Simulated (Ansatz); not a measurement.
Input and output of a zone-centre phonon calculation for Sr₃Mg (P1, 4 atoms in the cell) (Ansatz, an electronic-structure program).

Method of the run: LDA (PW92), PAW files made with PBE (plane waves; Ansatz).

```xyz
4
Lattice="4.2078 0.0000 0.0000 -2.1039 3.6441 0.0000 0.0000 0.0000 12.3734" Properties=species:S:1:pos:R:3 pbc="T T T"
Sr     2.1082     1.2375    -0.0126
Sr     0.0001     0.0280     3.4886
Sr    -0.0614    -0.0242     8.8308
Mg     2.1609     1.1881     6.2532
```

Reference input (self-consistent single point, DFT, LDA (PW92), plane waves, PAW files made with PBE): kpoints.mp_grid.grid = 5 5 2; hamiltonian.xc = lda; hamiltonian.pseudopotentials = {kind: paw} (the program's default PAW files); scf.occupations.method = fermi_dirac; scf.occupations.width = 0.136 eV. This run's input differs from it in these lines:

```diff
@@ -23,6 +23,4 @@
     width: 0.136 eV
-output:
-  forces: true
-  eigenvalues: true
-  stress: true
+phonons:
+  method: dfpt
```

The program printed (abridged):

```
SCF iter   1: F=—  HF=-12235.505250 eV  |F-HF|=—  |Δ(HF+E_count)|=         —  Δρ=1.81e-2  dr2=1.31e1  ethr=3.10e-3  ⟨swp⟩=11.1  Hψ=8943  notcnv=0
all-band conjugate gradients solve this SCF's bands
automatic band count: the SCF goes on with 30 bands, as 25 were too few: they end inside the smearing window of the response
preconditioner: auto → Kerker (q_TF=auto, 2.105 Å⁻¹)
   [... lines left out ...]
SCF iter   9: F=—  HF=-12234.410998 eV  |F-HF|=—  |Δ(HF+E_count)|=   6.15e-9  Δρ=9.70e-7  dr2=3.68e-9  ethr=1.59e-10  ⟨swp⟩=1.5  Hψ=989  notcnv=0
SCF iter  10: F=—  HF=-12234.410998 eV  |F-HF|=—  |Δ(HF+E_count)|=  5.46e-12  Δρ=2.22e-7  dr2=2.12e-10  ethr=9.20e-12  ⟨swp⟩=2.3  Hψ=1143  notcnv=0
SCF iter  11: F=—  HF=-12234.410998 eV  |F-HF|=—  |Δ(HF+E_count)|=  1.64e-11  Δρ=1.23e-7  dr2=3.93e-11  ethr=1.00e-12  ⟨swp⟩=1.8  Hψ=1116  notcnv=0
SCF iter  12: F=-12234.410998 eV  HF=-12234.410998 eV  |F-HF|=3.64e-12  |Δ(HF+E_count)|=    0.00e0  Δρ=2.51e-8  dr2=1.78e-12  ethr=1.00e-12  ⟨swp⟩=11.2  Hψ=4701  notcnv=0
SCF 1 converged in 12 iterations: F = -12234.410998 eV  dr2 = 1.78e-12
DFPT response loops at Γ: preconditioner auto → Kerker (q_TF=auto, 2.105 Å⁻¹) (partly filled bands, converged f_vac=0.000) …
phonon interpolation: 6 periodic images of 4 blocks of the force constants (a block to an ordered pair of atoms and a translation) lie up to 7.79e-3 Å farther …
Free energy (F): -12234.410998 eV
Internal energy: -12234.152005 eV  (E = F + TS)
E sigma→0 (E₀):  -12234.281502 eV
Entropy (-TS):   -0.258993 eV (-64.748 meV/atom)
Fermi energy:    4.765154 eV
   [... lines left out ...]
  ASR residual: 3.532e-4 → 0.000e0 eV/Å²; symmetrization residual: 3.007e-6 eV/Å²
  ASR residual per site (eV/Å²): 3.53e-4 3.09e-4 3.11e-4 2.31e-5
  Γ frequencies (cm⁻¹): 0.00 0.00 0.00 35.72 38.54 40.63 45.07 69.76 71.40 101.24 117.96 159.33
  non-analytic LO–TO correction: not included (Born effective charges unavailable; polar crystals: no LO–TO splitting at Γ)
```

The run converged in 12 iterations. 

Summary of the result:
Free energy E − TS (on the zero of these files): -12234.4110 eV
Fermi level (on the code's own zero): 4.77 eV
Zone-centre frequencies (cm⁻¹; negative means imaginary): 0, 0, 0, 36, 39, 41, 45, 70, 71, 101, 118, 159

The starting cell comes from a database of computed structures (which also holds hypothetical and non-ambient phases and stackings), without a prior relaxation at this level. Its atoms were displaced at random from the sites of space group no. 187.

Cost on one core of a shared machine: roughly 3 min.

Keys are those of Ansatz 0.2.
